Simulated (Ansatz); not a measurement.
**rock-salt LiF (1 1 0) on zinc-blende GaAs (1 1 0) (film strained to the substrate, started from cuts of the bulks and a machine-learned relaxation; slabs As8Ga8 and F16Li16, which can lie off the formulas)**

A periodic stack without vacuum, rock-salt LiF (1 1 0) on zinc-blende GaAs (1 1 0) (film strained to the substrate, started from cuts of the bulks and a machine-learned relaxation; slabs As8Ga8 and F16Li16, which can lie off the formulas): substrate slab As8Ga8, film F16Li16, surface cells [[0, -1], [1, -1]] and [[1, 0], [1, 2]], film strained by -0.1 and -0.1 %, outermost planes AsGa/AsGa and FLi/FLi as cut, which need not be the usual terminations and can put a slab off its formula.

The start was prepared with a machine-learned potential, and the result is one local minimum, with the in-plane cell held and forces under 0.04 eV/Å; the film can end far from its bulk form.

Levels used, each named beside its values: PBE (plane waves to 420 eV, PAW; Ansatz, a program for electronic structure); HSE06 (plane waves to 420 eV, PAW; Ansatz). Geometries and values that name no level are of the first. No spin–orbit coupling; PBE gaps are too small against experiment. Its k-point mesh 7×4×1, Fermi–Dirac width 0.05 eV. HSE06 ran on meshes of its own (6×6×6, 4×4×6); its edges and gaps are taken over the mesh and over extra points off it, mostly where PBE has its edges.

```
Item                                                                                                                                            Result
-----------------------------------------------------------------------------------------------------------------------------  -----------------------
interface area                                                                                                                                 23.3 Å²
period                                                                                                                                         28.92 Å
heights between the nearest atoms of the two slabs at the two interfaces                                                               2.16 and 1.91 Å
As–Li contacts across the interfaces within 1.22 times the sum of covalent radii                                                        4, mean 2.76 Å
valence offset, film less substrate (PBE, at the middle of a substrate layer that carries a field)                                            -3.82 eV
valence offset, film less substrate (HSE06 edges on the PBE line-up, at the middle of a substrate layer that carries a field)                 -5.14 eV
conduction offset (HSE06 edges on the PBE line-up, at the middle of a substrate layer that carries a field)                                   +4.98 eV
spin-polarised check at this geometry                                                                                          falls back to no moment
slope of the mean potential energy in the substrate                                                                                     -1.7 MV/cm × e
```

```yaml
crystal:
  lattice:
    - [4.05990, 0.00009, 0.15824]
    - [4.06002, 5.74574, 0.15144]
    - [2.85472, 1.40119, 29.05561]
  atoms:
    - { symbol: As, position: [0.57240, 0.22522, 0.03620] }
    - { symbol: As, position: [0.48630, 0.74035, 0.10720] }
    - { symbol: As, position: [0.43293, 0.22182, 0.17924] }
    - { symbol: As, position: [0.37972, 0.70565, 0.24846] }
    - { symbol: As, position: [0.32438, 0.18954, 0.31947] }
    - { symbol: As, position: [0.27115, 0.67252, 0.38920] }
    - { symbol: As, position: [0.21245, 0.15911, 0.46037] }
    - { symbol: As, position: [0.18889, 0.60873, 0.53389] }
    - { symbol: Ga, position: [0.73582, 0.98896, 0.10906] }
    - { symbol: Ga, position: [0.83701, 0.45165, 0.04543] }
    - { symbol: Ga, position: [0.62925, 0.95540, 0.24918] }
    - { symbol: Ga, position: [0.68364, 0.47254, 0.17777] }
    - { symbol: Ga, position: [0.52001, 0.92325, 0.38961] }
    - { symbol: Ga, position: [0.57501, 0.43962, 0.31872] }
    - { symbol: Ga, position: [0.47707, 0.83454, 0.51954] }
    - { symbol: Ga, position: [0.46306, 0.40901, 0.45981] }
    - { symbol: F, position: [0.33437, 0.88900, 0.60857] }
    - { symbol: F, position: [0.83461, 0.37995, 0.61706] }
    - { symbol: F, position: [0.04629, 0.62424, 0.66146] }
    - { symbol: F, position: [0.55616, 0.11566, 0.66024] }
    - { symbol: F, position: [0.76144, 0.35792, 0.71295] }
    - { symbol: F, position: [0.26359, 0.85800, 0.71080] }
    - { symbol: F, position: [0.47660, 0.09553, 0.76067] }
    - { symbol: F, position: [0.97418, 0.59693, 0.76168] }
    - { symbol: F, position: [0.18857, 0.83343, 0.81124] }
    - { symbol: F, position: [0.68628, 0.33553, 0.81143] }
    - { symbol: F, position: [0.89836, 0.57261, 0.86272] }
    - { symbol: F, position: [0.40198, 0.07301, 0.85874] }
    - { symbol: F, position: [0.60441, 0.31884, 0.91090] }
    - { symbol: F, position: [0.11914, 0.80253, 0.91241] }
    - { symbol: F, position: [0.32788, 0.05371, 0.95306] }
    - { symbol: F, position: [0.79992, 0.56392, 0.97023] }
    - { symbol: Li, position: [0.55407, 0.61976, 0.65818] }
    - { symbol: Li, position: [0.05249, 0.12166, 0.65789] }
    - { symbol: Li, position: [0.83911, 0.87626, 0.61624] }
    - { symbol: Li, position: [0.33155, 0.38328, 0.61655] }
    - { symbol: Li, position: [0.97637, 0.09681, 0.75968] }
    - { symbol: Li, position: [0.47661, 0.59610, 0.76016] }
    - { symbol: Li, position: [0.26248, 0.35790, 0.71204] }
    - { symbol: Li, position: [0.76236, 0.85828, 0.71179] }
    - { symbol: Li, position: [0.40015, 0.57338, 0.86024] }
    - { symbol: Li, position: [0.90189, 0.07323, 0.85859] }
    - { symbol: Li, position: [0.68785, 0.83445, 0.81101] }
    - { symbol: Li, position: [0.18812, 0.33439, 0.81079] }
    - { symbol: Li, position: [0.82733, 0.05289, 0.95500] }
    - { symbol: Li, position: [0.33286, 0.54508, 0.95732] }
    - { symbol: Li, position: [0.12134, 0.30227, 0.91065] }
    - { symbol: Li, position: [0.60648, 0.81479, 0.91299] }
```
